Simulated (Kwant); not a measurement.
System: stadium cavity between two wires in a GaAs two-dimensional gas. Effective mass 0.067 mₑ, grid spacing 6.7 nm, hard walls, nominal width 80 nm (11 grid rows, so walls 80.4 nm apart), one parabolic valley, scattering region 600 nm long along x; energies count from the band bottom; Fermi energy swept from 0.00070155 to 0.010523 eV. Cavity of radius 130 nm, straight part 130 nm, centre moved sideways by 0 nm.

The device is made up for the run: typed textbook-type constants, with dimensions and the other settings drawn at random.

Computed with Kwant: effective-mass tight-binding model on a square grid, one spin, coherent transport at 0 K. Conductance is in e²/h.

How many channels do the leads carry at E = 5.08, 8.54 meV?

The hard-wall thresholds are n² ħ²π²/(2mW²) = n² × 0.868 meV with W = 80.4 nm. √(5.08/0.868) = 2.42, so 2. √(8.54/0.868) = 3.14, so 3.
